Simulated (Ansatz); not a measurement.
Base system: ZnSe in the zinc blende structure (space group F-43m, No. 216; a = 5.634 Å). Axes: x, y, z lie along the cube axes.

Computed with Kohn–Sham DFT with the PBEsol functional, run in Ansatz (a program for electronic structure) with PAW and 420 eV plane waves, spin-orbit coupling left out.

Before the change:

| Item | Value |
|---|---|
| Band gap | 1.24 eV |

The change: biaxial strain +3.17 %, plane normal [110], relaxed out of plane (Cartesian); in-plane vectors clamped, the third vector and the atoms free.

Question: Predict the new band gap.

Answer: The band gap shrinks by 0.38 eV (1.24 eV → 0.86 eV).

Question: Predict the new in-plane stress.

Answer: The mean in-plane stress (compression positive) amounts to -3.6 GPa.

Question: What does the calculation give for the energy relative to the base after the change?

Answer: The energy increases by 17 meV/atom.

Question: Estimate the effect on the out-of-plane strain.

Answer: The out-of-plane strain amounts to -2.14 %.

A biaxial case was relaxed in a doubled cell and then solved in the primitive one. Whether these cells are dynamically stable was not tested.
